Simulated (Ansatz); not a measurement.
The starting structures come from a database of crystals and need not be the phases stable at ambient conditions.

 Where the default PAW files enter, the runs use the earlier of Ansatz's two default sets.

By PBEsol, the system below comes out a metal.

Consider the following.

```
CELL_PARAMETERS angstrom
      2.89092     0.00000     0.00000
      0.00000     4.08837     0.00000
      1.44546     2.04419     1.44546
ATOMIC_POSITIONS crystal
  Ta 0.00000 0.00000 0.00000
```

Space group of this cell: Fm-3m, fcc (Cu type). The cell is strained (all lengths scaled by 0.98); by PBEsol its mean pressure is 14.5 GPa.

The current flows along the normal of the first two printed cell vectors, the (110) plane of the conventional cell. No spin-orbit coupling; the value is a mean over 0.1 eV about the Fermi level.

### Question
Predict the ballistic conductance per area from PBEsol run with Ansatz (a first-principles code).

### Answer
1.7 × 10¹⁵ S/m² for both spins.
